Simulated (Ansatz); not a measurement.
Consider F vacancy in fluorite, charge state +1. The step: one F atom jumps into the vacancy from a nearby F site; the atom moves 2.28 Å along (0.00, -0.41, 0.00) of the unit cell; the moving atom starts with neighbours 2 Ca at 2.34, 2 Ca at 2.54; 4 F at 2.78, F at 2.99 Å and ends with 2 Ca at 2.34, 2 Ca at 2.54; 4 F at 2.78, F at 2.99 Å. A PBE band in Ansatz (plane-wave PAW, the Γ point alone, 96 host sites, 18 SCF runs with any check of the saddle's order, static, no finite-size correction) gives a forward barrier of 0.23 eV. The saddle point's order was not checked, and it lies on a symmetry element of the cell, where a band can be held. The charge state is imposed; whether it is stable for some Fermi level was not computed. Forms of the defect that were not tried may lie lower.

Single points at the band's start and saddle point can refine it. Rough cost of one point, in units of the band's mean SCF on the same machine:

```tsv
Level	Cost of one point
PBE, a 2×2×2 k-point mesh shifted by half a step	about 7
r2SCAN at 500 eV, the Γ point alone	about 3
```

**Question.** Which of these move the barrier by more than 0.1 eV, and how far does each move it?

**Answer.** Not one does. PBE, a 2×2×2 k-point mesh shifted by half a step: 0.00 eV; r2SCAN at 500 eV, the Γ point alone: +0.02 eV. Each functional is compared with PBE at the same k-points.

Ansatz is a first-principles code.
